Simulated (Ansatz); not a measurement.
**Smallest direct gap on the k points sampled of ScOF (P2₁/c, No. 14, 12 atoms in the cell; start mp-4661) at several levels of theory**

No measured value is used here.

```csv
level (code),value (eV),cell (Å³/atom)
LDA (Ansatz),4.70,10.91
PBEsol (Ansatz),4.69,11.30
r²SCAN (Ansatz),5.23,11.30
r²SCAN+rVV10 (Ansatz),5.17,11.34
dielectric-dependent PBEsol hybrid (Ansatz),7.47,11.30
HSE06 (Ansatz),…,11.30
PBE0 (Ansatz),…,11.30
```

Q: Some entries are withheld; supply them.

A: 
- HSE06 (Ansatz, an electronic-structure program), value (eV): 6.60
- PBE0 (Ansatz), value (eV): 7.37

At these levels the smallest gap is indirect and lower: LDA 4.55, PBEsol 4.56, r²SCAN 5.09, r²SCAN+rVV10 5.04, dielectric-dependent PBEsol hybrid 7.32, HSE06 6.45, PBE0 7.22 eV. Computed values are for a static lattice.  Values are at the PBEsol cell; LDA at the level's own equilibrium cell; PBEsol at the level's own equilibrium cell; r²SCAN+rVV10 at the level's own relaxed cell. Cutoffs and k meshes differ between the levels. Ansatz's density-functional and Hartree–Fock values are scalar-relativistic unless marked +SOC, with PAW data made under PBE.

A start named mp-… is a Materials Project structure, which need not be a measured phase.
